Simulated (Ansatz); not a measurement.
## MgBr2: element substitutions

Take MgBr₂ in the CdI2 type structure (space group P-3m1, No. 164; a = 3.767 Å, c = 6.059 Å; a model cell; layered, stacked along the Cartesian z axis) as the base.

Each row replaces one element on all its sites; cell and atoms are relaxed.

Computed with Ansatz (a program for electronic structure), PBEsol-D3(BJ), PAW, cutoff 420 eV, without spin-orbit coupling.

Task: Only one of these has a direct gap. Which?
A) Mg → Be
B) Mg → Si
C) Br → C

Result: B, Mg → Si. Computed: Mg → Be: indirect, Γ–M (29 % along) → L–M (33 % along); Mg → Si: direct at A; Br → C: indirect, A → k = (0, 0.429, 0) in the run's primitive reciprocal basis

No phonon test of stability was made. As relaxed here, BeBr2, SiBr2 and MgC2 are hypothetical phases, not in the database extracts checked. The D3 term's C6 switches between coordination references near this geometry, which can add small steps to energies.
